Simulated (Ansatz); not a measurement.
Base system: HfN in the rock salt structure (space group Fm-3m, No. 225; relaxed with 0.1 eV smearing).

```
HfN
1.0
    0.00000     2.26285     2.26285
    2.26285     0.00000     2.26285
    2.26285     2.26285     0.00000
Hf N
1 1
Cartesian
  0.00000   0.00000   0.00000
  2.26285   2.26285   2.26285
```

Cartesian axes are those of the cell as printed.

Level of theory: Ansatz (a program for electronic structure) r2SCAN, no spin-orbit coupling.

Modification: compressive biaxial strain of 1.25 % in the plane normal to [111], as in epitaxy on a mismatched substrate; the out-of-plane cell vector and the atoms relax.

Q: Estimate the effect on the out-of-plane strain.

A: The out-of-plane strain is +1.11 %.

Q: Estimate the effect on the energy relative to the base.

A: The energy rises by 5.5 meV/atom.

Q: What does the calculation give for the in-plane stress after the change?

A: The mean in-plane stress (compression positive) is +6.2 GPa.

Whether these cells are dynamically stable was not tested. All final runs are without spin polarisation. An odd electron count without spin: HfN.
